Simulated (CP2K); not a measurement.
Several settings converged on HfPt₃ (P4mm, 4 atoms in the cell)

```yaml
crystal:
  lattice:
    - [4.02246, 0.00000, 0.00000]
    - [0.00000, 4.02246, 0.00000]
    - [0.00000, 0.00000, 4.02246]
  atoms:
    - { symbol: Hf, position: [0.00000, 0.00000, 0.01243] }
    - { symbol: Pt, position: [0.50000, 0.50000, 0.00000] }
    - { symbol: Pt, position: [0.00000, 0.50000, 0.50000] }
    - { symbol: Pt, position: [0.50000, 0.00000, 0.50000] }
```

Base method: LDA (Pade form), GPW, DZVP-MOLOPT-SR-GTH basis, GTH-PADE potentials (GTH_POTENTIALS) in CP2K.

Base settings: CUTOFF = 500 Ry; REL_CUTOFF = 60 Ry; SMEAR/METHOD = GAUSSIAN; SIGMA = 0.1 eV; KPOINTS/SCHEME = MONKHORST-PACK 4 4 4; GAMMA_CENTERED = T; XC_FUNCTIONAL = PADE; Hf/BASIS_SET = DZVP-MOLOPT-SR-GTH; Hf/POTENTIAL = GTH-PADE-q12; Pt/BASIS_SET = DZVP-MOLOPT-SR-GTH.

**The k-point mesh**

Moved along: GAMMA_CENTERED.

The second cell is the first with its lattice scaled by 0.98.

Only quantities that move along the ladder and can be compared are tabulated.

```tsv
KPOINTS/SCHEME	free energy less the last step's (meV/atom)	energy of the compressed cell less the first (meV/atom)	pressure (GPa)	largest difference of a force vector from the last step's (eV/Å)
MONKHORST-PACK 2 2 2	327.63	-101.82	-23.11	0.286
MONKHORST-PACK 3 3 3	28.18	-129.94	-27.50	0.017
MONKHORST-PACK 4 4 4	-4.19	-138.12	-28.79	0.001
MONKHORST-PACK 5 5 5	-0.87	-139.37	-28.94	0.003
MONKHORST-PACK 6 6 6	-1.44	-139.91	-29.03	0.002
MONKHORST-PACK 8 8 8	0.00	-140.12	-29.04	0.000
```

Coarsest KPOINTS/SCHEME that holds the pressure within 0.05 GPa of the last step, with all finer ones: MONKHORST-PACK 6 6 6; the step before is off by 0.10 GPa.

Coarsest KPOINTS/SCHEME that holds the forces within 0.02 eV/Å of the last step, with all finer ones: MONKHORST-PACK 3 3 3; the step before is off by 0.29 eV/Å.

Coarsest KPOINTS/SCHEME that holds the free energy within 5 meV/atom of the last step, with all finer ones: MONKHORST-PACK 4 4 4; the step before is off by 28 meV/atom.

**The k-point mesh at a smearing width of 0.02 eV**

In this ladder: SIGMA = 0.02 eV. Moved along: GAMMA_CENTERED.

Only quantities that move along the ladder and can be compared are tabulated.

```csv
KPOINTS/SCHEME,free energy less the last step's (meV/atom),pressure (GPa),largest difference of a force vector from the last step's (eV/Å)
MONKHORST-PACK 3 3 3,31.07,-27.50,0.017
MONKHORST-PACK 4 4 4,-2.55,-28.79,0.002
MONKHORST-PACK 5 5 5,0.43,-28.93,0.002
MONKHORST-PACK 8 8 8,1.16,-29.06,0.002
MONKHORST-PACK 9 9 9,0.00,-28.98,0.000
```

Coarsest KPOINTS/SCHEME that holds the pressure within 0.5 GPa of the last step, with all finer ones: MONKHORST-PACK 4 4 4; the step before is off by 1.5 GPa.

Coarsest KPOINTS/SCHEME that holds the forces within 0.005 eV/Å of the last step, with all finer ones: MONKHORST-PACK 4 4 4; the step before is off by 0.017 eV/Å.

Coarsest KPOINTS/SCHEME that holds the free energy within 5 meV/atom of the last step, with all finer ones: MONKHORST-PACK 4 4 4; the step before is off by 31 meV/atom.

**The k-point mesh at a smearing width of 0.3 eV**

In this ladder: SIGMA = 0.3 eV. Moved along: GAMMA_CENTERED.

Only quantities that move along the ladder and can be compared are tabulated.

```tsv
KPOINTS/SCHEME	free energy less the last step's (meV/atom)	pressure (GPa)	largest difference of a force vector from the last step's (eV/Å)
MONKHORST-PACK 3 3 3	25.50	-27.51	0.011
MONKHORST-PACK 5 5 5	0.62	-28.95	0.003
MONKHORST-PACK 8 8 8	0.94	-29.00	0.002
MONKHORST-PACK 9 9 9	0.00	-28.98	0.000
```

Coarsest KPOINTS/SCHEME that holds the free energy within 2 meV/atom of the last step, with all finer ones: MONKHORST-PACK 5 5 5; the step before is off by 26 meV/atom.

Coarsest KPOINTS/SCHEME that holds the forces within 0.01 eV/Å of the last step, with all finer ones: MONKHORST-PACK 5 5 5; the step before is off by 0.011 eV/Å.

Coarsest KPOINTS/SCHEME that holds the pressure within 0.2 GPa of the last step, with all finer ones: MONKHORST-PACK 5 5 5; the step before is off by 1.5 GPa.

On the base run: the starting cell comes from a database of computed structures (which also holds hypothetical and non-ambient phases and stackings), without a prior relaxation at this level. Its lattice was rescaled by up to half a per cent. One atom was moved a little off its site on purpose. Spin polarisation is off. Values carry the incompleteness of an atom-centred basis. In the base run, with a pressure of about -29 GPa the cell is away from its equilibrium volume at this level. Without a gap this mesh is coarse (it stands for a supercell whose shortest vector is 16 Å).
